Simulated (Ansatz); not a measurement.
Levels about the gap of amorphous Si14Y6Al6O46 (72 atoms in a cell of 986 Å³, 3.07 g/cm³; zone centre alone, so wide bands show as single levels with stretches between that a denser mesh fills), at the geometry that PBE relaxed, where it gives 0.0 GPa on a denser mesh. Exact exchange is cut at the faces of this small cell, which leaves a finite-size error. The participation number counts the atoms over which a state spreads; weights are charges in smoothed Voronoi cells. The levels come from a single point, so bond lengths are those of that geometry. Method of the levels: HSE06, scalar-relativistic without spin-orbit coupling (Ansatz, a first-principles code). Sampling: the zone centre alone; Fermi-Dirac width 0.02 eV; no spin polarisation. At PBE the levels at the filled edge of the gap are localised (band-tail or defect states), and the nearest spread-out levels lie 4.7 eV apart at the zone centre.

The cell was made by melting and quenching with the CHGNet potential and then relaxed with DFT. O atoms were pushed apart under 1.9 Å during the dynamics, to hinder bonds among them. The hot cell started wider than the set density and was brought back towards it in steps. It is the lowest in DFT energy of 2 quenches. It is a model cell: composition and starting density were chosen by hand, and all elements were melted together. No dispersion term was used. Its density started from a set value of 3.04 and ended at 3.07 g/cm³. The simulated quench (nominally 240 K/ps over its main leg) is rapid and tends to freeze in more defects than a deposited or slowly cooled glass has. One small periodic cell is one sample of the glass; other quenches scatter about these values. Volume and shape were free in the relaxation.

```
E - E(highest filled), eV  filling  participation number       largest on  weight O  weight Y  weight Si  weight Al
-------------------------  -------  --------------------  ---------------  --------  --------  ---------  ---------
-0.49                       filled                  21.7  O, 3 neighbours      0.95      0.01       0.02       0.01
-0.41                       filled                  18.1  O, 2 neighbours      0.95      0.01       0.02       0.02
-0.36                       filled                   8.7  O, 3 neighbours      0.95      0.01       0.02       0.01
-0.27                       filled                  13.6  O, 3 neighbours      0.95      0.01       0.02       0.02
-0.17                       filled                   8.1  O, 3 neighbours      0.96      0.01       0.01       0.01
-0.03                       filled                   8.3  O, 2 neighbours      0.96      0.01       0.02       0.02
0.00                        filled                   4.3  O, 3 neighbours      0.95      0.01       0.02       0.02
5.95                         empty                  52.8  Y, 6 neighbours      0.67      0.18       0.10       0.05
6.52                         empty                   4.4  Y, 6 neighbours      0.34      0.60       0.05       0.00
6.82                         empty                  10.2  Y, 7 neighbours      0.38      0.57       0.04       0.01
6.89                         empty                   8.1  Y, 6 neighbours      0.34      0.62       0.03       0.01
6.98                         empty                   6.4  Y, 6 neighbours      0.33      0.62       0.04       0.01
7.06                         empty                   6.1  Y, 7 neighbours      0.36      0.60       0.03       0.01
7.20                         empty                   7.2  Y, 6 neighbours      0.35      0.60       0.04       0.01
```

Most localised among these is the filled level at +0.00 eV, on a O atom, which has 3 neighbours (Al 1.78 Å, Al 2.05 Å, Y 2.24 Å).
